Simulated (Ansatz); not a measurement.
# CoPdO2 (space group R-3m, No. 166; non-magnetic)

```cif
data_CoO2Pd
_chemical_formula_sum 'Pd1 Co1 O2'
_space_group_name_H-M_alt 'P 1'
_space_group_IT_number 1
_cell_length_a 6.09553
_cell_length_b 6.09553
_cell_length_c 6.09553
_cell_angle_alpha 26.730
_cell_angle_beta 26.730
_cell_angle_gamma 26.730
loop_
_space_group_symop_operation_xyz
  'x, y, z'
loop_
_atom_site_label
_atom_site_type_symbol
_atom_site_fract_x
_atom_site_fract_y
_atom_site_fract_z
_atom_site_occupancy
Pd1 Pd 0.00000 0.00000 0.00000 1
Co1 Co 0.50000 0.50000 0.50000 1
O1 O 0.11206 0.11206 0.11206 1
O2 O 0.88794 0.88794 0.88794 1
```

Method: Ansatz (a first-principles code) PBEsol+U (U_eff on d states: Co 3.32 eV), spin-orbit coupling left out. Γ-centred 17×17×17 mesh, Fermi–Dirac width 0.05 eV.

The volume per atom is 10.10 Å³, the density is 8.11 g/cm³ and the band gap comes out as zero. The total energy comes out as -3279.499 eV/atom (σ→0; compares only within this code and set-up).

Whether these cells are dynamically stable was not tested. Starting moments died away, wholly or in part, for the base; another magnetic solution may exist. The final runs are not spin-polarised. An odd electron count without spin: CoPdO2. The U values are a database's picks, fitted on other projectors than the ortho-atomic ones used here.
